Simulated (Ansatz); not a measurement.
A self-consistent single point of K2MgH4 (I4/mmm, 7 atoms in the cell) with Ansatz (a quantum-chemistry and plane-wave program).

Method: LDA (PW92), default PAW files made with PBE (plane waves; Ansatz).

```xyz
7
Lattice="-2.0181 2.0181 6.7961 2.0181 -2.0181 6.7961 2.0181 2.0181 -6.7961" Properties=species:S:1:pos:R:3 pbc="T T T"
Mg     0.0000     0.0000     0.0000
K      0.0000     0.0000     4.7749
K      0.0000     0.0000     8.8172
H      0.0000     0.0000     2.0008
H      0.0000     0.0000    11.5913
H      0.0000     2.0181     0.0000
H      2.0181     0.0000     0.0000
```

Reference input (self-consistent single point, DFT, LDA (PW92), plane waves, default PAW files made with PBE): basis.ecutwfc = 30.9 Ry; kpoints.mp_grid.grid = 12 12 12; hamiltonian.xc = lda; hamiltonian.pseudopotentials = {kind: paw} (the program's default PAW files); scf.occupations.method = methfessel_paxton; scf.occupations.width = 0.0073 Ry. This run's input differs from it in these lines:

Ansatz 0.2 input:
```diff
@@ -17,3 +17,3 @@
 kpoints:
-  mp_grid: { grid: [12, 12, 12] }
+  mp_grid: { grid: [9, 9, 9], shift: [0.5, 0.5, 0.5] }
 hamiltonian:
```

Log, with long lists cut:

```
SCF iter   1: F=—  HF=-4958.731933 eV  |F-HF|=—  |Δ(HF+E_count)|=         —  Δρ=1.07e-2  dr2=1.03e-1  ethr=1.77e-3  ⟨swp⟩=7.4  Hψ=9338  notcnv=0
all-band conjugate gradients solve this SCF's bands
preconditioner: auto → Resta (q_TF=auto, 2.218 Å⁻¹)
SCF iter   2: F=—  HF=-4958.697034 eV  |F-HF|=—  |Δ(HF+E_count)|=   3.49e-2  S|Δr|=    0.00e0  Δρ=4.40e-3  dr2=1.78e-2  ethr=3.21e-4  ⟨swp⟩=1.4  Hψ=2430  notcnv=0  defer=2
   [... lines left out ...]
SCF iter   5: F=—  HF=-4958.690355 eV  |F-HF|=—  |Δ(HF+E_count)|=   5.56e-7  S|Δr|=    0.00e0  Δρ=2.91e-5  dr2=1.01e-6  ethr=2.20e-8  ⟨swp⟩=2.0  Hψ=2379  notcnv=0  defer=2
SCF iter   6: F=—  HF=-4958.690355 eV  |F-HF|=—  |Δ(HF+E_count)|=   1.02e-7  S|Δr|=    0.00e0  Δρ=9.11e-6  dr2=1.15e-7  ethr=3.15e-9  ⟨swp⟩=2.0  Hψ=2108  notcnv=0  defer=2
SCF iter   7: F=-4958.690355 eV  HF=-4958.690355 eV  |F-HF|=3.32e-9  |Δ(HF+E_count)|=   1.81e-9  S|Δr|=    0.00e0  Δρ=2.59e-6  dr2=7.75e-9  ethr=3.13e-10  ⟨swp⟩=8.8  Hψ=7691  notcnv=0
SCF 1 converged in 7 iterations: F = -4958.690355 eV  dr2 = 7.75e-9
Stability not checked (fill_not_monotonic)
Free energy (F): -4958.690355 eV
Internal energy: -4958.690355 eV  (E = F + TS)
E sigma→0 (E₀):  -4958.690355 eV
Fermi energy:    3.907341 eV
--- Forces (eV/Å), atoms counted from 1 ---
  atom   1  Mg     0.00000000     0.00000000     0.00000000
  atom   2  K      0.00000000    -0.00000000     0.30229542
  atom   3  K      0.00000000    -0.00000000    -0.30229542
  atom   4  H      0.00000000    -0.00000000     0.06669930
  atom   5  H     -0.00000000    -0.00000000    -0.06669930
  atom   6  H      0.00000000     0.00000000     0.00000000
  atom   7  H      0.00000000     0.00000000    -0.00000000
--- Stress (GPa, compression-positive) ---
       -2.457504       0.000000      -0.000000
        0.000000      -2.457504      -0.000000
        0.000000      -0.000000      -2.333587
  P = ⅓ Tr σ = -2.4162 GPa (-24.162 kbar)
  The stress holds the Pulay correction. Without it, at fixed plane waves, as pw.x and ABINIT print it: P = -2.4776 GPa
```

The run converged in 7 iterations. Against the reference run the free energy stays essentially unchanged (within 1 meV/atom), the pressure stays at -2.42 GPa, the largest force stays at 0.302 eV/Å and the gap on the mesh goes from 2.999 to 3.055 eV.

The starting cell comes from a database of published, mostly measured structures (it also holds non-ambient and calculated ones), without a prior relaxation at this level. Ansatz's pressure includes its estimate of the finite-basis (Pulay) stress. The shifted mesh does not hold Γ, so a gap read on it misses any band edge there.
